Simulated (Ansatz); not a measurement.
Base system: WC (space group P-6m2, No. 187; a = 2.912 Å, c = 2.836 Å). Axes: x lies along a and z along c of the hexagonal cell.

Level of theory: r2SCAN in Ansatz (plane waves to 500 eV, PAW, spin-orbit coupling left out).

For the base:

```
Quantity                         Value
-----------------------------  -------
Pressure                       0.0 GPa
Shortest interatomic distance  2.200 Å
```

It is then changed as follows: tensile biaxial strain of 0.79 % in the plane normal to [001], as in epitaxy on a mismatched substrate; the out-of-plane cell vector and the atoms relax.

**Question.** Estimate the effect on the pressure and shortest interatomic distance.

**Answer.** The pressure (mean of the normal stresses, compression positive) goes from zero to -4.7 GPa; the shortest interatomic distance increases by 0.0077 Å (2.200 Å → 2.207 Å).

Without a gap, meshes like the base's 18×18×16 leave anisotropic stresses uncertain by several tenths of a GPa, and small strain energies with them. Stability against distortions was not tested. The final runs are not spin-polarised.

Ansatz is an electronic-structure program.
